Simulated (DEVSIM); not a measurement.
Device: W/SiO2/p-GaAs capacitor, at 300 K.

```
layer (left to right)  material  thickness (nm)  Na (cm⁻³)
---------------------  --------  --------------  ---------
1                          SiO2            45.0          -
2                          GaAs           19000     1.1e15
```

Metal gate on the left, work function 4.6 eV. Fixed charge at the semiconductor interface 0 cm⁻² (in units of +e); no interface traps.

This is a model device: material constants are rounded textbook-type values typed into the input, and sizes, dopings and lifetimes were drawn at random. Values at 300 K.

```
parameter      SiO2    GaAs
-------------  ----  ------
gap (eV)          9   1.424
affinity (eV)   0.9    4.07
permittivity    3.9    12.9
Nc (cm⁻³)         -  4.7e17
Nv (cm⁻³)         -    9e18
```

Model (solved in DEVSIM): 1D Poisson equation in equilibrium, Boltzmann statistics, complete ionisation; no quantum confinement or tunnelling. Metal contacts follow the ideal Schottky-Mott rule: no Fermi-level pinning, no interface dipoles.

### Question
Give the band bending (positive: bands bend down) and minority sheet density.

### Answer

```
Vg (V)  ψs (V)  minority carriers (cm⁻²)
------  ------  ------------------------
-2.3    -0.183                     < 1e8
-2      -0.172                     < 1e8
-1.7    -0.158                     < 1e8
-1.4    -0.138                     < 1e8
-1.1    -0.109                     < 1e8
-0.8    -0.051                     < 1e8
-0.5     0.093                     < 1e8
-0.2     0.319                     < 1e8
0.1      0.568                     < 1e8
0.4      0.827                     < 1e8
0.7      1.077                     7.9e9
1        1.154                    1.1e11
1.3      1.182                    2.4e11
```
